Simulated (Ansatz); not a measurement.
**Element substitutions in TaAgO3**

Start from TaAgO3 in the cubic perovskite structure (space group Pm-3m, No. 221; a = 3.9514 Å; a cell from a computed database, its experimental status unchecked).

Each row replaces one element on all its sites; cell and atoms are relaxed.

Calculations: Ansatz (a program for electronic structure) PBEsol, no spin-orbit coupling.

```csv
variant,shortest interatomic distance,band gap
base,1.976 Å,1.62 eV
O → Te,2.672 Å,zero
Ta → Nb,1.975 Å,(withheld)
Ag → Tl,(withheld),(withheld)
```

Question: Complete the table.

Answer: 
- Ta → Nb, band gap: 1.40 eV
- Ag → Tl, shortest interatomic distance: 2.017 Å
- Ag → Tl, band gap: 0.61 eV

With Ta and Tl present, leaving out spin-orbit coupling can change the band edges. Stability against distortions was not tested. As relaxed here, TaAgTe3 is a hypothetical phase, not in the database extracts checked. For NbAgO3 and TaTlO3 in this form, whether it has been made was not checked. All final runs are without spin polarisation. Many cubic perovskites are stable only at high temperature; tilts and polar distortions were not tested. TaAgTe3 has a high density of states at the Fermi level and may be magnetic at this level.
